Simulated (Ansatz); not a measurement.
Start from GaS in the beta-GaS type structure (space group P6_3/mmc, No. 194; layered, stacked along the Cartesian z axis).

```yaml
crystal:
  lattice:
    - [3.53420, 0.00000, 0.00000]
    - [-1.76710, 3.06071, 0.00000]
    - [0.00000, 0.00000, 15.03891]
  atoms:
    - { symbol: Ga, position: [0.33333, 0.66667, 0.66956] }
    - { symbol: Ga, position: [0.66667, 0.33333, 0.16956] }
    - { symbol: Ga, position: [0.66667, 0.33333, 0.33044] }
    - { symbol: Ga, position: [0.33333, 0.66667, 0.83044] }
    - { symbol: S, position: [0.33333, 0.66667, 0.09695] }
    - { symbol: S, position: [0.66667, 0.33333, 0.59695] }
    - { symbol: S, position: [0.66667, 0.33333, 0.90305] }
    - { symbol: S, position: [0.33333, 0.66667, 0.40305] }
```

All numbers come from PBEsol-D3(BJ), PAW, 420 eV (Ansatz, a program for electronic structure; without spin-orbit coupling).

Base values:

The valence-band top at Γ is 0.00, -1.45, -1.45 eV.

One thing is altered: the cell is scaled by 0.9476 in all directions; the atoms relax in the strained cell.

Task: Predict the new electron mass and valence-band top at Γ.

Result: The electron mass amounts to 0.38 mₑ along c, 0.35 mₑ across (at K); the valence-band top at Γ (three highest levels, from the VBM) goes from 0.00, -1.45, -1.45 eV to 0.00, -1.13, -1.13 eV.

The levels and masses belong to the bands next to the band gap. Effective masses come from finite differences of ±0.01 Å⁻¹. No phonon test of stability was made.
